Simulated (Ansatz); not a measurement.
**C: pressure series**

Base system: C in the diamond structure (space group Fd-3m, No. 227; a = 3.5317 Å).

Cell and atoms are relaxed at each pressure.

Level of theory: Ansatz (a first-principles code), LDA, PAW, cutoff 420 eV, spin-orbit coupling left out.

Candidates:
(a) pressure 22.5 GPa
(b) pressure 9 GPa
(c) pressure 2.1 GPa
(d) pressure 4.5 GPa
(e) pressure 15 GPa

For the base:

```
Item                             Value
-----------------------------  -------
Width of the top valence band  8.62 eV
```

Order them by width of the top valence band, lowest first.

(c) pressure 2.1 GPa (8.66 eV), (d) pressure 4.5 GPa (8.71 eV), (b) pressure 9 GPa (8.79 eV), (e) pressure 15 GPa (8.89 eV), (a) pressure 22.5 GPa (9.02 eV)

The levels and masses belong to the bands next to the band gap. Load acts through the strain it causes; cell and atoms are relaxed under it. Stability against distortions was not tested. No other phases were tried under pressure.
